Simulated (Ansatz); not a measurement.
Band structure of NaF (Fm-3m, 2 atoms in the cell).

```yaml
crystal:
  lattice:
    - [0.00000, 2.31500, 2.31500]
    - [2.31500, 0.00000, 2.31500]
    - [2.31500, 2.31500, 0.00000]
  atoms:
    - { symbol: Na, position: [0.00000, 0.00000, 0.00000] }
    - { symbol: F, position: [0.50000, 0.50000, 0.50000] }
```

Level of theory: PBE (plane waves, PAW; Ansatz, an electronic-structure program).

Settings: basis.ecutwfc = 420 eV; kpoints.mp_grid.grid = 6 6 6; hamiltonian.xc = pbe; hamiltonian.pseudopotentials = {kind: paw} (the program's default PAW files); scf.occupations.method = fermi_dirac; scf.occupations.width = 0.05 eV; kpoints.band_path.npoints = 8.

The starting cell has typed, rounded lattice constants, without a prior relaxation at this level.

Q: Predict the gap along the standard path and the places of the band edges.

A: The gap along the path is 6.33 eV, direct at Γ to within 0.01 eV.

Levels in eV from the top of the valence band on the path, bands 5 to 11:
| point | 5 | 6 | 7 | 8 | 9 | 10 | 11 |
|---|---|---|---|---|---|---|---|
| Γ | -18.94 | 0.00 | 0.00 | 0.00 | 6.33 | 19.01 | 19.01 |
| X | -18.92 | -1.28 | -0.40 | -0.40 | 13.18 | 13.33 | 13.65 |
| W | -18.47 | -0.87 | -0.87 | -0.57 | 13.24 | 13.24 | 15.25 |
| K | -18.49 | -1.06 | -0.83 | -0.37 | 12.86 | 13.26 | 14.76 |
| L | -18.17 | -1.59 | -0.25 | -0.25 | 10.81 | 12.50 | 20.14 |
| U | -18.49 | -1.06 | -0.83 | -0.37 | 12.86 | 13.26 | 14.76 |

Keys are those of Ansatz 0.2.
